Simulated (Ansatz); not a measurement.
The reference is GaAs in the zinc blende structure (space group F-43m, No. 216; a = 5.6656 Å). Axes: x, y, z lie along the cube axes.

Perturbation: uniaxial stress, 8 GPa tension along z; all other stress components relax to zero.

Levels (all Ansatz, a program for electronic structure, PAW, earlier PAW set): r2SCAN (500 eV, without spin-orbit coupling); HSE06+SOC (420 eV, spin-orbit coupling included).

The geometry is relaxed with r2SCAN.

- r2SCAN lowest conduction level above the VBM at special points = Γ 0.33 eV; N 0.83 eV; X 1.42 eV
- r2SCAN valence-band top at Γ = 0.00, 0.00, -0.70 eV

Question: Predict the lowest conduction level above the VBM at special points and valence-band top at Γ from HSE06+SOC.

Answer: The lowest conduction level above the VBM at special points changes from Γ 0.33 eV; N 0.83 eV; X 1.42 eV to Γ 0.58 eV; N 1.07 eV; X 1.59 eV; the valence-band top at Γ (three highest Kramers pairs, from the VBM) becomes 0.00, -0.20, -0.87 eV (r2SCAN: 0.00, 0.00, -0.70 eV).

Single points use the geometry relaxed with r2SCAN. The spin-orbit shifts are approximate. The levels and masses belong to the bands next to the band gap. Load acts through the strain it causes; cell and atoms are relaxed under it. Beyond what the load breaks, stability against distortions was not tested. k-point labels follow each cell's own Brillouin zone.
